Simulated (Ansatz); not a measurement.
# What pressure −2 GPa does to ZnS

Base system: ZnS in the zinc blende structure (space group F-43m, No. 216; a = 5.443 Å).

One thing is altered: a negative pressure, −2 GPa.

Calculations: PBE/PAW in Ansatz (a quantum-chemistry and plane-wave program), spin-orbit coupling left out. k-mesh 10×10×10 (Γ-centred); smearing 0.05 eV (Fermi–Dirac).

| quantity | base | changed | shift |
|---|---|---|---|
| volume per atom | 20.16 Å³ | 20.79 Å³ | +0.63 Å³ |
| lattice parameter a | 5.443 Å | 5.499 Å | +0.056 Å |
| shortest interatomic distance | 2.357 Å | 2.381 Å | +0.024 Å |
| enthalpy H = E + PV relative to the base's energy | – | -0.26 eV/atom | – |
| band gap | 2.02 eV | 1.88 eV | -0.130 eV |
| gap character | direct at Γ | direct at Γ | – |
| mean gap deformation potential ΔEg/Δln V | – | -4.2 eV | – |
| width of the top valence band | 2.63 eV | 2.50 eV | -0.13 eV |
| electron mass | 0.17 mₑ (at Γ) | 0.16 mₑ (at Γ) | – |
| hole mass (degenerate bands, along [100]) | 0.18, 0.72, 0.72 mₑ (at Γ) | 0.17, 0.75, 0.75 mₑ (at Γ) | – |
| valley order (the lowest conduction-band minima on the path, energy above the VBM, named in the base's zone) | Γ 2.02 eV; L along ⟨111⟩ 3.26 eV; X along ⟨100⟩ 3.45 eV | Γ 1.88 eV; L along ⟨111⟩ 3.20 eV; X along ⟨100⟩ 3.52 eV | – |

Cost of the whole job for the changed cell (relaxation, final SCF and bands): very roughly 19 core-seconds.

Load acts through the strain it causes; cell and atoms are relaxed under it. Masses are band curvatures over ±0.01 Å⁻¹ around the edge. No phonon test of stability was made.
